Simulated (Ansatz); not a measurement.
Pressure series in SiC

Take SiC in the wurtzite structure (space group P6_3mc, No. 186; a = 3.0920 Å, c = 5.0743 Å) as the base.

Cell and atoms are relaxed at each pressure.

Computed with Kohn–Sham DFT with the PBE functional, run in Ansatz (a quantum-chemistry and plane-wave program) with PAW and 420 eV plane waves, scalar-relativistic without spin-orbit coupling.

```tsv
variant	band gap	smallest direct gap	volume per atom
base	2.31 eV	3.94 eV	10.50 Å³
pressure −2 GPa	2.32 eV	3.93 eV	10.60 Å³
pressure −1 GPa	2.32 eV	3.94 eV	10.55 Å³
pressure 2.1 GPa	2.29 eV	3.96 eV	10.40 Å³
pressure 4.5 GPa	2.27 eV	3.98 eV	10.29 Å³
pressure 9 GPa	(withheld)	(withheld)	(withheld)
pressure 15 GPa	2.19 eV	4.06 eV	9.87 Å³
pressure 22.5 GPa	2.15 eV	4.11 eV	9.61 Å³
pressure 30 GPa	2.10 eV	4.16 eV	9.38 Å³
```

**Question.** Fill in the withheld entries from the trend.

**Answer.** 
- pressure 9 GPa, band gap: 2.24 eV
- pressure 9 GPa, smallest direct gap: 4.02 eV
- pressure 9 GPa, volume per atom: 10.10 Å³

Load acts through the strain it causes; cell and atoms are relaxed under it. No phonon test of stability was made. Competing high-pressure phases were not computed.
